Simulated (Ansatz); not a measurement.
System: BeS (model structure, started from the rocksalt type, Fm-3m, No. 225, 2 atoms in the cell). Method: r²SCAN+rVV10 (plane waves, PAW; Ansatz, a first-principles code).

Numerical settings: plane-wave cutoff 560 eV, 14×14×14 k mesh, Fermi–Dirac smearing 0.01 eV, scalar-relativistic PAW data made under PBE.

Computed at the level's own relaxed cell.

```xyz
2
Lattice="0.0000 2.3125 2.3125 2.3125 0.0000 2.3125 2.3125 2.3125 0.0000" Properties=species:S:1:pos:R:3 pbc="T T T"
S      0.0000     0.0000     0.0000
Be     2.3125     2.3125     2.3125
```

### Question
List the 5 lowest band energies at Γ above −25 eV (eV, relative to the valence band maximum), grouping those that round alike.

### Answer
At Γ: -15.83, -0.29 (×3), 6.25.

Note: the relaxation could raise the start's symmetry but not lower it, so the cell can be a saddle point.

A model structure was made by putting elements into a prototype or built by hand; it is no filed structure, need not be a known phase, and can be a saddle point held by its symmetry.
